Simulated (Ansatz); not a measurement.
## BP under a change: isotropic strain +3.00 %

Consider BP in the zinc blende structure (space group F-43m, No. 216; a = 4.520 Å).

It is then changed as follows: an isotropic linear strain of +3.00 %, atoms relaxed at fixed cell.

Level of theory: PBEsol (Ansatz, an electronic-structure program, PAW, no spin-orbit coupling). Γ-centred 13×13×13 mesh, Fermi–Dirac width 0.05 eV.

Volume per atom: 12.62 Å³ (base 11.54 Å³)
Space group: F-43m (No. 216) (base F-43m (No. 216))
Shortest interatomic distance: 2.016 Å (base 1.957 Å)
Energy relative to the base (free energy F): +46 meV/atom
Pressure: -12.69 GPa (base -0.01 GPa)
Band gap: 1.23 eV (base 1.11 eV)
Gap character: indirect, Γ → Γ–X (83 % along) (base indirect, Γ → Γ–X (83 % along))
Mean gap deformation potential ΔEg/Δln V: +1.3 eV
Width of the top valence band: 5.10 eV (base 5.60 eV)
Electron mass: 1.2 mₑ along k, 0.23 mₑ across (off the special points) (base 1.3 mₑ along k, 0.22 mₑ across (off the special points))
Hole mass (degenerate bands, along [100]): 0.26, 0.26, 0.30 mₑ (at Γ) (base 0.25, 0.25, 0.34 mₑ (at Γ))

Final structure:

```
CELL_PARAMETERS angstrom
      0.00000     2.32790     2.32790
      2.32790     0.00000     2.32790
      2.32790     2.32790     0.00000
ATOMIC_POSITIONS crystal
  B  0.00000 0.00000 0.00000
  P  0.25000 0.25000 0.25000
```

Effective masses come from finite differences of ±0.01 Å⁻¹. Along k means along the line from Γ to the band edge. Gaps are read on the SCF mesh and a high-symmetry path. Whether these cells are dynamically stable was not tested.
